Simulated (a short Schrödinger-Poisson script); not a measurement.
System: symmetric double-gate stack, Si3N4 on p-type Si(110), at 300 K.

```csv
layer,material,thickness (nm),Na (cm⁻³)
1,Si3N4,4.8,-
2,Si,6,7e17
3,Si3N4,4.8,-
```

The device is made up for the run: typed textbook-type constants, with dimensions and the other settings drawn at random. Si3N4: permittivity 7.5, conduction-band edge (eV) 1.95, gap (eV) 5.1, electron mass (mₑ) 0.5. Si: permittivity 11.7, conduction-band edge (eV) 0, gap (eV) 1.124, Nv at 300 K (cm⁻³) 3.1e19.

Channel valleys (confinement mass, in-plane density-of-states mass, number): Δ4 0.315, 0.324, 4; Δ2 0.19, 0.417, 2. At the gates, both at one voltage, the conduction-band edge of layer 1 lies 2.36 eV − eVg above the Fermi level of the channel. Gaps are held at their typed values at every temperature. Mesh 0.03 nm at interfaces.

Solved with a short Schrödinger-Poisson script written for these runs: 1D Poisson equation in equilibrium, electrons classical, Boltzmann, parabolic valleys, classical holes, full ionisation, no traps, pinning or gate leakage.

The same stack at other levels of the model or other numerical settings:

```
run                                          sheet density of all electrons at Vg = 1.9 V (cm⁻²)  sheet density of all electrons at Vg = 0.7 V (cm⁻²)  capacitance of both gates at Vg = 1.9 V (μF/cm²)  gate voltage at 1e11 electrons/cm² (V)  rough cost against the base
-------------------------------------------  ---------------------------------------------------  ---------------------------------------------------  ------------------------------------------------  --------------------------------------  ---------------------------
base                                                                                     2.40e13                                              4.67e12                                              2.66                                    0.32                      about 1
electrons treated as classical, Fermi-Dirac                                                  ___                                              4.61e12                                               ___                                    0.32                            3
electrons treated as quantum, Hartree                                                    2.12e13                                              3.95e12                                               ___                                    0.34                           50
mesh six times as coarse                                                                 2.37e13                                              4.62e12                                              2.63                                    0.32                          0.6
```

Some entries are withheld; supply them.


- electrons treated as classical, Fermi-Dirac, sheet density of all electrons at Vg = 1.9 V (cm⁻²): 2.33e13
- electrons treated as quantum, Hartree, capacitance of both gates at Vg = 1.9 V (μF/cm²): 2.41
- electrons treated as classical, Fermi-Dirac, capacitance of both gates at Vg = 1.9 V (μF/cm²): 2.56

The classical rows ignore confinement, and Boltzmann statistics overrate the density once the band edge passes the Fermi level.
